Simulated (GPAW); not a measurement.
A self-consistent single point of VN (Fm-3m, 2 atoms in the cell) with GPAW

Method of the run: PBE, GPAW PAW datasets PBE (gpaw-data 1.0.1) (plane waves; GPAW).

Input as run:

```python
from ase import Atoms
from ase.units import GPa
from gpaw import GPAW, PW

atoms = Atoms(['V', 'N'],
              cell=[[0.000000, 2.085152, 2.085152],
                    [2.085152, 0.000000, 2.085152],
                    [2.085152, 2.085152, 0.000000]],
              scaled_positions=[[0.000000, 0.000000, 0.000000],
                                [0.500000, 0.500000, 0.500000]],
              pbc=True)

calc = GPAW(mode=PW(900),
            xc='PBE',
            kpts=(11, 11, 11),
            occupations={'name': 'methfessel-paxton', 'width': 0.2, 'order': 0},
            nbands=-6,
            convergence={'density': 1e-05, 'energy': 1e-05},
            symmetry={'symmorphic': False, 'tolerance': 0.0005},
            maxiter=120)

atoms.calc = calc

energy = atoms.get_potential_energy()
print('Energy (eV):', round(energy, 6))
forces = atoms.get_forces()
print('Forces (eV/Ang):')
print(forces.round(5))
stress = atoms.get_stress()
print('Stress (GPa, Voigt):', (stress / GPa).round(4))
```

The program printed (abridged):

```
Input parameters:
  convergence: {density: 1e-05,
                energy: 1e-05}
  kpts: [11 11 11]
  maxiter: 120
  mode: {ecut: 900.0000000000001,
         name: pw}
  nbands: -6
  occupations: {name: methfessel-paxton,
                order: 0,
                width: 0.2}
  symmetry: {symmorphic: False,
             tolerance: 0.0005}
  xc: PBE

species:
  V:
    name: Vanadium
    Z: 23.0
    valence: 13
    core: 10
    charge: 0.0
    file: V.PBE.gz

    # Using partial waves for V as LCAO basis

  N:
    name: Nitrogen
    Z: 7.0
    valence: 5
    core: 2
    charge: 0.0
    file: N.PBE.gz

    # Using partial waves for N as LCAO basis

Reference energy: -27302.217066  # eV

Spin-paired calculation

Convergence criteria:
 Maximum [total energy] change in last 3 cyles: 1e-05 eV / valence electron
 Maximum integral of absolute [dens]ity change: 1e-05 electrons / valence electron
 Maximum integral of absolute [eigenst]ate change: 4e-08 eV^2 / valence electron
 Maximum number of scf [iter]ations: 120

Symmetries present (total): 48
Symmetries with fractional translations: 0
1331 k-points: 11 x 11 x 11 Monkhorst-Pack grid
56 k-points in the irreducible part of the Brillouin zone
       k-points in crystal coordinates                weights
   0:     0.00000000    0.00000000    0.00000000          1/1331
   1:     0.09090909    0.09090909    0.00000000          6/1331
   2:     0.09090909    0.09090909    0.09090909          8/1331
   [... 7 lines left out ...]
          ...
  55:     0.45454545    0.45454545    0.45454545          8/1331

Wave functions: Plane wave expansion
  Cutoff energy: 900.000 eV
  Number of coefficients (min, max): 1095, 1139
  Pulay-stress correction: 0.000000 eV/Ang^3 (de/decut=0.000000)

Occupation numbers: Methfessel-Paxton:
  width: 0.2000  # eV
  order: 0

Eigensolver

Densities:
  Coarse grid: 21*21*21 grid
  Fine grid: 42*42*42 grid
  Total Charge: 0.000000

Density mixing:
  Method: separate
  Backend: pulay
  Linear mixing parameter: 0.05
  old densities: 5
  Damping of long wavelength oscillations: 50

Hamiltonian:
  XC and Coulomb potentials evaluated on a 42*42*42 grid
  External potential:
    NoExternalPotential

XC parameters: PBE with 2 nearest neighbor stencil

Number of atoms: 2
Number of atomic orbitals: 17
Number of bands in calculation: 15
Number of valence electrons: 18
Bands to converge: occupied

Density initialized from atomic densities
  15 bands from LCAO basis set

Atomic positions and initial magnetic moments

Positions:
   0 V      0.000000    0.000000    0.000000    ( 0.0000,  0.0000,  0.0000)
   1 N      2.085152    2.085152    2.085152    ( 0.0000,  0.0000,  0.0000)

Unit cell:
           periodic     x           y           z      points  spacing
  1. axis:    yes    0.000000    2.085152    2.085152    21     0.1147
  2. axis:    yes    2.085152    0.000000    2.085152    21     0.1147
  3. axis:    yes    2.085152    2.085152    0.000000    21     0.1147

  Lengths:   2.948850   2.948850   2.948850
  Angles:   60.000000  60.000000  60.000000

Effective grid spacing dv^(1/3) = 0.1251

     iter     time        total  log10-change:
                         energy   eigst   dens
iter:   1 --:--:--   -20.641193
iter:   2 --:--:--   -19.992520   -0.45  -1.07
iter:   3 --:--:--   -18.764775   -0.71  -1.15
iter:   4 --:--:--   -18.810598   -2.25  -1.60
iter:   5 --:--:--   -18.801085   -1.75  -1.56
iter:   6 --:--:--   -18.804498   -2.94  -1.94
iter:   7 --:--:--   -18.804453   -3.92  -2.64
iter:   8 --:--:--   -18.804388c  -3.73  -2.69
iter:   9 --:--:--   -18.803956   -4.37  -2.95
iter:  10 --:--:--   -18.803916   -5.85  -3.48
iter:  11 --:--:--   -18.803890c  -5.78  -3.48
iter:  12 --:--:--   -18.803893c  -5.82  -3.50
iter:  13 --:--:--   -18.803891c  -7.02  -4.47
iter:  14 --:--:--   -18.803891c  -8.58c -4.99
iter:  15 --:--:--   -18.803891c  -8.54c -5.05c

Converged after 15 iterations.

Dipole moment: (0.000000, 0.000000, 0.000000) |e|*Ang

Energy contributions relative to reference atoms: (reference = -27302.217066)

Kinetic:         +4.388567
Potential:       -6.668967
External:        +0.000000
XC:             -16.728974
Entropy (-ST):   -0.037344
Local:           +0.224155
SIC:             +0.000000
--------------------------
Free energy:    -18.822563
Extrapolated:   -18.803891

Showing only first 2 kpts
 Kpt  Band  Eigenvalues  Occupancy
  0     7      9.90631    2.00000
  0     8     10.61700    2.00000
  0     9     10.61700    2.00000
  0    10     10.61700    2.00000

  1     7      9.28550    2.00000
  1     8     10.41138    2.00000
  1     9     11.42050    1.99999
  1    10     11.42050    1.99999

Fermi level: 12.05882

No gap
No difference between direct/indirect transitions
Energy (eV): -18.803891

Forces in eV/Ang:
  0 V    -0.00000   -0.00000   -0.00000
  1 N     0.00000    0.00000    0.00000

Stress tensor:
     0.051482     0.000000    -0.000000
     0.000000     0.051482     0.000000
    -0.000000     0.000000     0.051482
Stress (GPa, Voigt): [ 8.2483  8.2483  8.2483  0.     -0.      0.    ]
```

The run converged in 15 iterations. GPAW prints stress with tension positive.

At such cutoffs GPAW's stress carries a finite-basis (Pulay) error, which enters relaxed cells too; its log prints stress with tension positive.

The starting cell comes from a database of computed structures (which also holds hypothetical and non-ambient phases and stackings), without a prior relaxation at this level. Its lattice was rescaled by a random factor within 2.5 % of one. Spin polarisation is off, so a magnetic state, if there is one, cannot be reached.

Cost on one core of a shared machine: roughly 30 s.
